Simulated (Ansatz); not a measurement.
Base system: Li2S in the anti-fluorite structure (space group Fm-3m, No. 225; a = 5.655 Å). Axes: x, y, z lie along the cube axes.

Perturbation: the cell is compressed by 3.00 % along z with no lateral relaxation; the atoms relax in the strained cell.

Level of theory: PBEsol (Ansatz, an electronic-structure program; PAW; 420 eV plane waves; scalar-relativistic without spin-orbit coupling).

Task: Give the band edges at the high-symmetry points of the new zone, measured from its valence-band maximum.

Result: 
```tsv
point	valence edge (eV)	conduction edge (eV)
Γ	0.00	4.31
X	-1.56	3.16
P	-2.00	5.47
N	-0.54	6.09
M	-1.72	3.03
S	-1.46	4.16
S₀	-1.46	4.16
R	-1.99	5.18
G	-1.99	5.18
```

The gap is 3.03 eV, indirect, Γ → M.

Stability against distortions was not tested. Labels are those of the standard path for the cell's own space group.
